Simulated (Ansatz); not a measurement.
Here is the system:

```xyz
2
Lattice="0.0000 2.2601 2.2601 2.2601 0.0000 2.2601 2.2601 2.2601 0.0000" Properties=species:S:1:pos:R:3 pbc="T T T"
B      0.0000     0.0000     0.0000
P      1.1300     1.1300     1.1300
```

Computed with PBEsol, rigid bands (plane waves, PAW, scalar-relativistic; Ansatz, a first-principles code). Cell: cell and atoms relaxed with PBEsol.

Question: Predict the electron conductivity mass (n e² τ/σ) at 300 K, by direction if it differs.

Answer: 0.33 mₑ.

Question: What conductivity effective mass do dilute holes have at 300 K?

Answer: 0.39 mₑ.

Question: And the band gap?

Answer: 1.11 eV at this level; semilocal functionals usually fall short of the measured gap.

Rigid bands, one relaxation time for all states, no polarons. Spin-orbit coupling is left out; where it splits the top of the valence band it changes the hole mass and lowers the gap by about a third of the splitting.
